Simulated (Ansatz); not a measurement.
Amorphous Ti₂₀O₄₂Si, 63 atoms at 3.49 g/cm³, one PBE-relaxed geometry, zone centre. Methods: PBE, scalar-relativistic without spin-orbit coupling (Ansatz, a program for electronic structure); r2SCAN, scalar-relativistic without spin-orbit coupling (Ansatz); HSE06, scalar-relativistic without spin-orbit coupling (Ansatz). Plane waves to 420 eV (r2SCAN 500 eV); exact exchange is cut at the cell's faces. At PBE the levels at the filled edge of the gap are localised (band-tail or defect states). All rungs ran without spin polarisation.

The cell was made by melting and quenching with the CHGNet potential and then relaxed with DFT. O atoms were pushed apart under 1.9 Å during the dynamics, to hinder bonds among them. The hot cell started wider than the set density and was brought back towards it in steps. It is the lowest in DFT energy of 2 quenches. It is a model cell: composition and starting density were chosen by hand, and all elements were melted together. No dispersion term was used. Its density started from a set value of 3.53 and ended at 3.49 g/cm³. The simulated quench (nominally 300 K/ps over its main leg) is rapid and tends to freeze in more defects than a deposited or slowly cooled glass has. One small periodic cell is one sample of the glass; other quenches scatter about these values. Volume and shape were free in the relaxation.

The relaxation ran on the zone centre alone. At PBE the level gap is 2.58 eV on a 2×2×2 Γ-centred mesh, and the spacing at the zone centre alone 2.67 eV.

Q: What zone-centre spacing does r2SCAN give, roughly?

A: 3.00 eV (+0.32 eV against PBE).

Q: What zone-centre spacing does HSE06 give, roughly?

A: 4.14 eV (+1.47 eV against PBE).

The highest filled and the lowest empty state spread over these numbers of atoms (participation numbers): PBE: 9.7 and 7.2; r2SCAN: 9.3 and 6.9; HSE06: 9.0 and 7.5.
